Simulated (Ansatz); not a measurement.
The reference is HfO₂ (space group P4_2/nmc, No. 137; a = 3.605 Å, c = 5.265 Å).

(Cell as relaxed with PBE.)

Levels (all Ansatz, a first-principles code, PAW, earlier PAW set): PBE (420 eV, no spin-orbit coupling); r2SCAN (500 eV, no spin-orbit coupling).

Each level relaxes its own structure.

| base | PBE | r2SCAN |
|---|---|---|
| volume per atom | 11.40 Å³ | 11.10 Å³ |
| lattice parameter a | 6.812 bohr | 6.760 bohr |
| band gap | 4.67 eV | 5.27 eV |

One thing is altered: every lattice vector is stretched by 4.93 %, atoms relaxed at fixed cell.

```csv
quantity,PBE,r2SCAN
electron mass,"2.3 mₑ along c, 0.62 mₑ across (at Γ)",[?]
smallest direct gap,4.43 eV,[?]
band gap,4.21 eV,[?]
```

What does r2SCAN give?


- electron mass, r2SCAN: 2.2 mₑ along c, 0.63 mₑ across (at Γ)
- smallest direct gap, r2SCAN: 5.00 eV
- band gap, r2SCAN: 4.78 eV

PBE's smallest direct gap lies 0.563 eV below r2SCAN's; PBE's band gap lies 0.57 eV below r2SCAN's. Neither level is exact; r2SCAN is the comparison here, not a measurement.

Spin-orbit coupling, missing from the scalar runs, can matter with Hf. The cells carry an imposed strain or load. Effective masses come from finite differences of ±0.01 Å⁻¹. No phonon test of stability was made. This is not the structure that HfO2 has at room temperature and ambient pressure.
